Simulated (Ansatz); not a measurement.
Given:

```
CELL_PARAMETERS angstrom
      0.00000     1.89079     1.85298
      1.89079     0.00000     1.85298
      1.89079     1.89079     0.00000
ATOMIC_POSITIONS crystal
  Rh 0.00000 0.00000 0.00000
```

No spin polarisation.

Level of theory: Kohn–Sham DFT with the PBEsol functional, run in Ansatz (a quantum-chemistry and plane-wave program) with PAW and 420 eV plane waves, no SOC. Γ-centred 30×30×30 mesh, Fermi–Dirac width 0.1 eV.

Estimate the band gap.

Zero.

Estimate the stress (xx, yy, zz, yz, xz, xy; compression positive).

(4.5, 4.5, 9.9, 0.0, 0.0, 0.0) GPa.

Predict the space group.

I4/mmm (No. 139).

The cells carry an imposed strain or load. No phonon test of stability was made. All final runs are without spin polarisation. The cell was made from Rh in the fcc (Cu type) structure (space group Fm-3m, No. 225) by this change: uniaxial strain ε_zz = −2.00 %.
